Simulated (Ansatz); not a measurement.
A self-consistent single point of a (100) slab of HfSi (cut from a parent of space group no. 62; 8 atoms in the cell) with Ansatz (a program for electronic structure).

Method: LDA (PW92), default PAW files made with PBE (plane waves; Ansatz).

The change in words: vacuum of 5 angstrom (first run: 14 Å). Reference geometry:
```xyz
8
Lattice="3.7569 0.0000 0.0000 0.0000 5.2078 0.0000 0.0000 0.0000 20.2518" Properties=species:S:1:pos:R:3 pbc="T T T"
Hf     0.9392     1.9497    11.3242
Hf     2.8177     3.2580     8.9277
Hf     2.8177     4.5536    12.3486
Hf     0.9392     0.6541     7.9033
Si     0.9392     4.4832    10.4209
Si     2.8177     0.7246     9.8309
Si     2.8177     1.8793    13.2518
Si     0.9392     3.3284     7.0000
```

Reference input (self-consistent single point, DFT, LDA (PW92), plane waves, default PAW files made with PBE): basis.ecutwfc = 420 eV; kpoints.mp_grid.grid = 7 5 1; hamiltonian.xc = lda; hamiltonian.pseudopotentials = {kind: paw} (the program's default PAW files); scf.occupations.method = gaussian; scf.occupations.width = 0.1 eV. This run's input differs from it in these lines:

Ansatz 0.2 input:
```diff
@@ -5,12 +5,12 @@
     - [0.00000000, 5.20778000, 0.00000000]
-    - [0.00000000, 0.00000000, 20.25178900]
+    - [0.00000000, 0.00000000, 11.25180800]
   atoms:
-    - { symbol: Hf, position: [0.25000000, 0.37439000, 0.55917000] }
-    - { symbol: Hf, position: [0.75000000, 0.62561000, 0.44083500] }
-    - { symbol: Hf, position: [0.75000000, 0.87439000, 0.60975300] }
-    - { symbol: Hf, position: [0.25000000, 0.12561000, 0.39025200] }
-    - { symbol: Si, position: [0.25000000, 0.86087000, 0.51456700] }
-    - { symbol: Si, position: [0.75000000, 0.13913000, 0.48543300] }
-    - { symbol: Si, position: [0.75000000, 0.36087000, 0.65435200] }
-    - { symbol: Si, position: [0.25000000, 0.63913000, 0.34564800] }
+    - { symbol: Hf, position: [0.25000000, 0.37439000, 0.60649800] }
+    - { symbol: Hf, position: [0.75000000, 0.62561000, 0.39351100] }
+    - { symbol: Hf, position: [0.75000000, 0.87439000, 0.69754100] }
+    - { symbol: Hf, position: [0.25000000, 0.12561000, 0.30246800] }
+    - { symbol: Si, position: [0.25000000, 0.86087000, 0.52621900] }
+    - { symbol: Si, position: [0.75000000, 0.13913000, 0.47378100] }
+    - { symbol: Si, position: [0.75000000, 0.36087000, 0.77781300] }
+    - { symbol: Si, position: [0.25000000, 0.63913000, 0.22218700] }
 basis:
```

Output, abridged:

```
SCF iter   1: F=—  HF=-64342.146125 eV  |F-HF|=—  |Δ(HF+E_count)|=         —  Δρ=5.54e-3  dr2=8.79e-2  ethr=1.77e-3  ⟨swp⟩=7.2  Hψ=3109  notcnv=0
all-band conjugate gradients solve this SCF's bands
preconditioner: auto → LDOS
SCF iter   2: F=—  HF=-64342.127694 eV  |F-HF|=—  |Δ(HF+E_count)|=   1.84e-2  Δρ=2.28e-3  dr2=2.41e-2  ethr=7.33e-5  ⟨swp⟩=2.1  Hψ=1754  notcnv=0  defer=59
   [... lines left out ...]
SCF iter   6: F=—  HF=-64342.121430 eV  |F-HF|=—  |Δ(HF+E_count)|=   2.65e-4  Δρ=4.60e-5  dr2=7.61e-6  ethr=7.51e-8  ⟨swp⟩=2.0  Hψ=1414  notcnv=0  defer=56
SCF iter   7: F=—  HF=-64342.121429 eV  |F-HF|=—  |Δ(HF+E_count)|=   8.64e-7  Δρ=1.41e-5  dr2=6.02e-7  ethr=6.34e-9  ⟨swp⟩=2.0  Hψ=1505  notcnv=0  defer=56
SCF iter   8: F=—  HF=-64342.121429 eV  |F-HF|=—  |Δ(HF+E_count)|=   3.14e-8  Δρ=5.59e-6  dr2=1.14e-7  ethr=8.33e-11  ⟨swp⟩=12.3  Hψ=4436  notcnv=0
SCF iter   9: F=-64342.121429 eV  HF=-64342.121429 eV  |F-HF|=6.41e-9  |Δ(HF+E_count)|=   3.92e-8  Δρ=1.89e-6  dr2=1.19e-8  ethr=8.33e-11  ⟨swp⟩=5.0  Hψ=3332  notcnv=0
SCF 1 converged in 9 iterations: F = -64342.121429 eV  dr2 = 1.19e-8
Free energy (F): -64342.121429 eV
Internal energy: -64342.088284 eV  (E = F + TS)
E sigma→0 (E₀):  -64342.104856 eV
Entropy (-TS):   -0.033146 eV (-4.143 meV/atom)
Fermi energy:    8.869339 eV
--- Forces (eV/Å), atoms counted from 1 ---
  atom   1  Hf     0.00000000     0.29668741     0.17255270
  atom   2  Hf     0.00000000    -0.29668741    -0.17255270
  atom   3  Hf     0.00000000    -0.32509178    -0.60937412
  atom   4  Hf     0.00000000     0.32509178     0.60937412
  atom   5  Si     0.00000000     0.00890841     0.20881299
  atom   6  Si     0.00000000    -0.00890841    -0.20881299
  atom   7  Si     0.00000000     0.28390672    -0.22884576
  atom   8  Si     0.00000000    -0.28390672     0.22884576
--- Stress (GPa, compression-positive) ---
       -5.399548       0.000000       0.000000
        0.000000      -8.450453       0.737975
        0.000000       0.737975      -3.091852
  P = ⅓ Tr σ = -5.6473 GPa (-56.473 kbar)
  The stress holds the Pulay correction. Without it, at fixed plane waves, as pw.x and ABINIT print it: P = -5.6716 GPa
```

The run converged in 9 iterations. Against the reference run the free energy drops by 4.6 meV/atom and the largest force goes from 0.708 to 0.691 eV/Å.

The starting cell comes from a database of computed structures (which also holds hypothetical and non-ambient phases and stackings), without a prior relaxation at this level. The slab is cut from that crystal, and its faces are unrelaxed. Its lattice was rescaled by up to half a per cent. Spin-orbit coupling is off. Spin polarisation is off, though cut faces can carry moments; the slab shows no gap.
